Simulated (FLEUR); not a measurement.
## Equation of state of fcc Ir (space group 225): energy against volume (FLEUR, LDA)

```xyz
1
Lattice="0.0000 1.8453 1.8453 1.8453 0.0000 1.8453 1.8453 1.8453 0.0000" Properties=species:S:1:pos:R:3 pbc="T T T"
Ir     0.0000     0.0000     0.0000
```

Computed with LDA (Perdew-Zunger), all-electron FLAPW (FLEUR), scalar-relativistic valence (FLEUR). Settings: Kmax = 5.13 1/bohr; GmaxXC = 20.5 1/bohr; xcFunctional = pz; jspins = 1; l_soc = F; mode = hist; fermiSmearingEnergy = 0.00183747 Htr; mesh (inpgen div1-3) = 27 27 27; inpgen gamma flag = false; Gmax = 20.5 1/bohr; numbands = 0; maxIterBroyd = 25; imix = Anderson; alpha = 0.05; precondParam = 0; minDistance = 1e-05 me/bohr^3. The cell above is the first row's. The rows scale it uniformly. In all rows the k mesh is held. E is the free energy at the stated smearing, counted from the lowest row.

| V (Å^3/atom) | E (meV/atom) |
|---|---|
| 12.567 | 189.09 |
| 12.841 | 113.20 |
| 13.114 | 58.57 |
| 13.387 | 22.87 |
| 13.660 | 3.97 |
| 13.934 | 0.00 |
| 14.207 | 9.30 |
| 14.480 | 30.37 |
| 14.753 | ? |

Taking the third-order Birch-Murnaghan form, a cubic in V^(-2/3) for E over the 8 complete rows: With u = V^(-2/3) - 0.176, the rows have u = 0.009003, 0.006362, 0.003822, 0.001369, -0.001002, -0.003304, -0.005523, -0.007673. Least squares gives E = 10.135 + 7485.50·u + 1345952·u² + 3427795·u³. Residuals (row less fit): -0.033, 0.082, -0.027, -0.044, -0.012, 0.028, 0.029, -0.023; standard error 0.057 (degrees of freedom: 4). Its minimum lies at u = -0.002811, so V0 = (0.173189)^(-3/2) = 13.87. There d²E/du² = 2634000 and d³E/du³ = 2.057e7, so B0 = (4/9) × 13.87^(-7/3) × 2634000 × 0.160218 = 405 GPa (the last factor turns the table's units into GPa), and B0' = 4 + (2/3) × 0.173189 × (2.057e7)/2634000 = 4.9.

Task: Estimate the missing E (V = 14.753); what did the run itself give?

Result: u = -0.009756, so E = 10.135 + 7485.50 × (-0.009756) + 1345952 × (-0.009756)² + 3427795 × (-0.009756)³ = 62.031 meV/atom. The calculation gives 61.87 meV/atom, 0.161 meV/atom below the prediction (0.1 % of the range of E in the table). The row lies outside the fitted rows, so this is an extrapolation. From the scatter of the fitted rows alone, a prediction at this place has a standard error of 0.137 meV/atom, so the miss is 1.2 times that.

Carrying the step between the two nearest rows on in a straight line would have given 51.44, off by 10.43; series whose last step already gives the withheld value aren't shown. The scan was laid around a cell of about the measured size, scaled by a guess for this functional. Spin polarisation is off. Values depend on the basis (sphere radii, cutoffs, local orbitals), which need not be converged. Spin-orbit coupling is off. Cutoffs and mesh are single choices, not tested for convergence of this quantity. Series with a scatter that would blur these digits, or in which a gap closes, are not shown. Nor are scans whose minimum lies at an end fitted in this form.
